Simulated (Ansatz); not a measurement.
Consider CdTe (space group P3_121, No. 152; a cell from a computed database, its experimental status unchecked).

```yaml
crystal:
  lattice:
    - [4.52382, 0.00000, 0.00000]
    - [-2.26191, 3.91774, 0.00000]
    - [0.00000, 0.00000, 10.26154]
  atoms:
    - { symbol: Cd, position: [0.00000, 0.49465, 0.66667] }
    - { symbol: Cd, position: [0.50535, 0.50535, 0.00000] }
    - { symbol: Cd, position: [0.49465, 0.00000, 0.33333] }
    - { symbol: Te, position: [0.00000, 0.49729, 0.16667] }
    - { symbol: Te, position: [0.50271, 0.50271, 0.50000] }
    - { symbol: Te, position: [0.49729, 0.00000, 0.83333] }
```

Levels (all Ansatz, a quantum-chemistry and plane-wave program, PAW): PBEsol (420 eV, spin-orbit coupling left out); r2SCAN (500 eV, no SOC); HSE06 (420 eV, without spin-orbit coupling).

At the geometry relaxed with PBEsol, these levels gave the following band gaps, in shuffled order: (a) 0.99 eV, (b) 0.10 eV, (c) 0.72 eV.

Q: Match each gap to its level.

A: (a) HSE06; (b) PBEsol; (c) r2SCAN.

Single points use the geometry relaxed with PBEsol. HSE06 gaps are upper bounds (no full band path). With Te present, leaving out spin-orbit coupling can change the band edges. Whether these cells are dynamically stable was not tested. This is not the structure that CdTe has at room temperature and ambient pressure. A zero or small gap of CdTe can be the functional's error rather than a property of the material.
